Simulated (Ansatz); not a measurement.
Take Mg2Sn (space group Fm-3m, No. 225; relaxed with 0.1 eV smearing) as the base.

```
Mg2Sn
1.0
    0.00000     3.37356     3.37356
    3.37356     0.00000     3.37356
    3.37356     3.37356     0.00000
Mg Sn
2 1
Direct
  0.25000   0.25000   0.25000
  0.75000   0.75000   0.75000
  0.00000   0.00000   0.00000
```

Computed with Kohn–Sham DFT with the PBEsol functional, run in Ansatz (a first-principles code) with PAW and 420 eV plane waves, scalar-relativistic without spin-orbit coupling.

Strains are applied to the cell and any free atomic positions relax.

One change was made to it. Results:

The energy rises by 12 meV/atom; the pressure goes from zero to -2.3 GPa.

Q: What was done to the base?
A) isotropic strain +2.00 %
B) isotropic strain +1.00 %
C) isotropic strain +1.50 %
D) isotropic strain −1.50 %
E) isotropic strain +0.50 %

A: A, isotropic strain +2.00 %. For comparison, the energy relative to the base in the other runs: isotropic strain +1.00 % gives +3.0 meV/atom; isotropic strain −1.50 % gives +7.3 meV/atom; isotropic strain +0.50 % gives +0.8 meV/atom; isotropic strain +1.50 % gives +6.7 meV/atom.

Whether these cells are dynamically stable was not tested.
